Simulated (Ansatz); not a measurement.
Take CaO in the rock salt structure (space group Fm-3m, No. 225) as the base.

```xyz
2
Lattice="0.0000 2.3836 2.3836 2.3836 0.0000 2.3836 2.3836 2.3836 0.0000" Properties=species:S:1:pos:R:3 pbc="T T T"
Ca     0.0000     0.0000     0.0000
O      2.3836     2.3836     2.3836
```

All numbers come from PBEsol (Ansatz, a first-principles code, PAW, no spin-orbit coupling).

One change was made to it. Results:

The volume per atom drops by 0.75 Å³, from 13.54 Å³ to 12.79 Å³; the electron mass becomes 1.4 mₑ along k, 0.40 mₑ across (at X) (base: 1.4 mₑ along k, 0.42 mₑ across (at X)).

Question: Which change produced these results?
(A) pressure 0.7 GPa
(B) pressure 3 GPa
(C) pressure 7.5 GPa
(D) pressure −2 GPa
(E) pressure 0.3 GPa

Answer: C, pressure 7.5 GPa. For comparison, the electron mass in the other runs: pressure 3 GPa gives 1.4 mₑ along k, 0.41 mₑ across (at X); pressure 0.7 GPa gives 1.4 mₑ along k, 0.42 mₑ across (at X); pressure −2 GPa gives 1.4 mₑ along k, 0.43 mₑ across (at X); pressure 0.3 GPa gives 1.4 mₑ along k, 0.42 mₑ across (at X).

The levels and masses belong to the bands next to the band gap. Load acts through the strain it causes; cell and atoms are relaxed under it. Effective masses come from finite differences of ±0.01 Å⁻¹. Along k means along the line from Γ to the band edge. No phonon test of stability was made. No other phases were tried under pressure.
